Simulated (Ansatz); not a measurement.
# HfC: response to strain

Consider HfC in the rock salt structure (space group Fm-3m, No. 225; a = 4.641 Å; relaxed with 0.1 eV smearing). Axes: x, y, z lie along the cube axes.

Strains are applied to the cell and any free atomic positions relax; under biaxial strain the out-of-plane vector relaxes too; under stress the whole cell relaxes.

Method: r2SCAN in Ansatz (plane waves to 500 eV, PAW, scalar-relativistic without spin-orbit coupling).

Candidates:
(a) uniaxial strain ε_xx = −3.41 %
(b) uniaxial stress, 2 GPa tension along z
(c) isotropic strain −4.59 %
(d) biaxial strain −1.62 %, plane normal [111], relaxed out of plane
(e) biaxial strain +1.53 %, plane normal [110], relaxed out of plane

Notes on the quantities. energy relative to the base: free energy F.

Order them by energy relative to the base, highest first.

(c) isotropic strain −4.59 % (+0.207 eV/atom), (a) uniaxial strain ε_xx = −3.41 % (+27 meV/atom), (d) biaxial strain −1.62 %, plane normal [111], relaxed out of plane (+12 meV/atom), (e) biaxial strain +1.53 %, plane normal [110], relaxed out of plane (+10 meV/atom), (b) uniaxial stress, 2 GPa tension along z (+0.3 meV/atom)

A biaxial case was relaxed in a doubled cell and then solved in the primitive one. Stability under load was not tested beyond the relaxation. The final runs are not spin-polarised.

Ansatz is an electronic-structure program.
